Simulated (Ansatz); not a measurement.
KTaO3: strain along the normal

KTaO3 (cubic perovskite, Pm-3m, 12.345 Å³/atom at rest) under an equal strain ε in the (001) plane with the normal axis free, as in a coherent film. LDA in Ansatz, a plane-wave DFT program (PAW, default set), 420 eV, 8×8×8 Γ-centred mesh, Fermi-Dirac smearing 0.05 eV; ions are relaxed within the symmetry of each cell.

Here s stands for strain and y for normal strain.

| strain (%) | normal strain (%) |
|---|---|
| -1.20 | 0.41 |
| -0.60 | 0.20 |
| 0.00 | 0.00 |
| 0.60 | -0.20 |
| 1.20 | -0.39 |
| 3.00 | ? |

**Question.** Fit y against s with a straight line, and predict the withheld value at s = 3.00.

**Answer.** Means: s 0, y 0.004. About the means, the sum of products is -1.2000 and the sum of squares of s is 3.6000; the slope is their ratio. Least squares gives y = 0.004 - 0.3333·s. Residuals (row less fit): 0.006, -0.004, -0.004, -0.004, 0.006; standard error 0.006 (degrees of freedom: 3). The slope, -0.33 ± 0.00, is the elastic response of the normal axis, −2C12/C11 for this plane. At the withheld row, y = 0.004 - 0.3333 × 3.0 = -0.996%. The calculation gives -0.93%, 0.066% above the prediction (4.9 % of the range of y in the table). The row lies outside the fitted rows, so this is an extrapolation. From the scatter of the fitted rows alone, a prediction at this place has a standard error of 0.012%, so the miss is 5.5 times that.

One order more, fitted to all 11 runs of the series, follows each within 0.01, so the miss is the next term of a smooth law. The primitive cell can neither tilt nor turn polar against its symmetry, as such crystals can under strain. Rows are the converged runs of the series near zero and its far end; series whose fitted rows scatter by over a few per cent of the range, as at a crossing or softening among them, aren't shown in this form. Most that stay on the fit to the last digits aren't either.
